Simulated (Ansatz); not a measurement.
Si under load (space group Fd-3m), r2SCAN with spin-orbit coupling, rigid bands (Ansatz, an electronic-structure program). Condition of this run: hydrostatic pressure 2 GPa (the target of the relaxation). Band gap 0.72 eV, N_c = 2.93e19 cm⁻³ and N_v = 1.99e19 cm⁻³ at 300 K, conductivity masses of 0.280 mₑ (electrons) and 0.348 mₑ (holes). Take k_BT = 0.02585 eV.

What built-in voltage has an abrupt junction with N_A = 1e17 and N_D = 1e18 cm⁻³, all dopants ionised?

V_bi = E_g/e − (k_BT/e) ln(N_c N_v/(N_A N_D)) = 0.72 − 0.02585 × 8.67 = 0.50 V, for the computed gap.

A film of it is 5 nm thick. Estimate the confinement energies in an infinite well.

ħ²π²/(2m t²) = 0.376 eV·nm²/(m/mₑ × t²) gives 53.7 meV for electrons and 43.2 meV for holes, so the gap would widen to about 0.82 eV. Finite barriers and nonparabolic bands lower this, and with several valleys or bands the heaviest mass along the normal sets the lowest level, not this average.

Find the intrinsic carrier density and the intrinsic Fermi level.

n_i = √(N_c N_v) exp(−E_g/2k_BT) = 2.41e19 × exp(−13.93) = 2.2e13 cm⁻³. The level lies (k_BT/2) ln(N_v/N_c) = -5 meV from mid-gap (positive towards the conduction band). Each 0.1 eV added to the gap lowers n_i by a factor of 6.9.

Rigid bands with the computed gap; masses take one relaxation time for all states.
